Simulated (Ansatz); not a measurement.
The parent structure is Pd in the fcc (Cu type) structure (space group Fm-3m, No. 225; a = 3.8414 Å; relaxed with 0.1 eV smearing).

Structures relaxed with plane-wave PAW DFT at the LDA level (Ansatz, a quantum-chemistry and plane-wave program, 420 eV), spin-orbit coupling left out.

Base:

Simulated powder pattern, Mo Kα, λ = 0.71073 Å (kinematic, ideal powder, no thermal factors, no anomalous dispersion; the 10 strongest lines at most, above 2 %, up to 2θ = 40°):

```csv
2θ (°),I/Imax (%),hkl
18.44,100,(111)
21.32,49,(200)
30.34,33,(220)
35.74,39,(311)
37.38,11,(222)
```

After one change:

Simulated powder pattern, Mo Kα, λ = 0.71073 Å (kinematic, ideal powder, no thermal factors, no anomalous dispersion; the 10 strongest lines at most, above 2 %, up to 2θ = 40°):

| 2θ (°) | I/Imax (%) |
|---|---|
| 19.02 | 100 |
| 21.99 | 49 |
| 31.30 | 33 |
| 36.88 | 38 |
| 38.58 | 11 |

**Question.** Which of these changes matches the shifts?
A) isotropic strain −0.50 %
B) isotropic strain −2.50 %
C) isotropic strain +0.50 %
D) isotropic strain −3.00 %

**Answer.** D, isotropic strain −3.00 %. Its volume per atom is 12.93 Å³ against 14.17 Å³, and its space group is Fm-3m (No. 225).

Stability against distortions was not tested. The final runs are not spin-polarised.
